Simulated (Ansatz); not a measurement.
An Ansatz (an electronic-structure program) input (r2SCAN/PAW in Ansatz, scalar-relativistic without spin-orbit coupling):

Ansatz 0.2 input:
```yaml
crystal:
  lattice:
    - [1.7869583462, -6.7645469078, 0]
    - [1.7396497188, 6.7522037796, 0]
    - [0, 0, 3.565176567]
  atoms:
    - { symbol: Si, position: [0.9416691419, 0.0583308581, 0.75] }
    - { symbol: Si, position: [0.0583308581, 0.9416691419, 0.25] }
    - { symbol: Si, position: [0.2502914967, 0.7497085033, 0.75] }
    - { symbol: Si, position: [0.7497085033, 0.2502914967, 0.25] }
    - { symbol: Ti, position: [0.6031984851, 0.3968015149, 0.75] }
    - { symbol: Ti, position: [0.3968015149, 0.6031984851, 0.25] }
basis: { ecutwfc: 500, ecutrho_ratio: 4, xc_grid: 4, fft_grid_basis: typed }
kpoints: { mp_grid: { grid: [14, 14, 13] } }
hamiltonian:
  xc: r2scan
  dispersion: none
  pseudopotentials: { kind: paw }
scf: { occupations: { method: fermi_dirac, width: 0.05 }, convergence: { dr2_threshold: 0.0000000006 } }
relax: { f_tol: 0.005, max_steps: 50 }
output: { forces: true, stress: true }
checkpoint: { write: state.ck, write_every: 1000 }
```

### Question
Which symmetry and how many k-points will the program report, and about how many plane waves at Γ?

### Answer
Space group P21/m (ITA 11) with 4 operations, k-points 700 of 2548, and 2171 plane waves at Γ.

The cells carry an imposed strain or load. Stability against distortions was not tested. The final runs are not spin-polarised. The cell was made from TiSi$_{2}$ (space group Cmcm, No. 63) by this change: tensor shear ε_xy = −0.35 %.
